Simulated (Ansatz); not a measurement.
Functionals compared on OH on the 1x1 (111) surface of fcc Al, one in a 2x2 cell, started at the site 'bridge Al-Al (span 2.9 Å)', in Ansatz (plane waves, PAW). The structure was relaxed with PBE; the other rows are single points on it, each with its references at the same level. Cutoff 420 eV (500 eV for r2SCAN).

Model: 18-atom slab, 7.0 Å thick at the start under the adsorbate (thin: gaps and levels are the slab's own), 6x6x1 mesh, Fermi-Dirac 0.1 eV, dipole correction, 8 atoms held, the rest relaxed; no symmetry held; spin-polarised, no spin-orbit, no U, no dispersion correction. The starting moment vanished. At the end it is bonded to 2 Al. In PBE it is, or lies within 0.03 eV of, the lowest of the starts that converged. These notes are the PBE run's. r2SCAN: The program's check for a lower electronic state was not made. Adsorption energies are against H2O(g) − ½ H2(g). A negative adsorption energy means that the adsorbate is more stable on the surface than in its reference.

```json
[
 {"functional": "PBE", "adsorption energy (eV)": "-0.73", "work function of the top face (eV)": "3.29", "change of the work function (eV)": "-0.74", "magnetic moment of the cell (μB)": "0.00", "rough cost of the single point": "–"},
 {"functional": "RPBE", "adsorption energy (eV)": "(withheld)", "work function of the top face (eV)": "(withheld)", "change of the work function (eV)": "(withheld)", "magnetic moment of the cell (μB)": "0.00", "rough cost of the single point": "roughly 2.4 core-minutes"},
 {"functional": "r2SCAN", "adsorption energy (eV)": "-0.89", "work function of the top face (eV)": "3.25", "change of the work function (eV)": "-0.83", "magnetic moment of the cell (μB)": "0.00", "rough cost of the single point": "very roughly 6 core-minutes"}
]
```

Q: Fill in the missing entries.

A: 
- RPBE, adsorption energy (eV): -0.55
- RPBE, work function of the top face (eV): 3.20
- RPBE, change of the work function (eV): -0.76

Ansatz is a first-principles code.
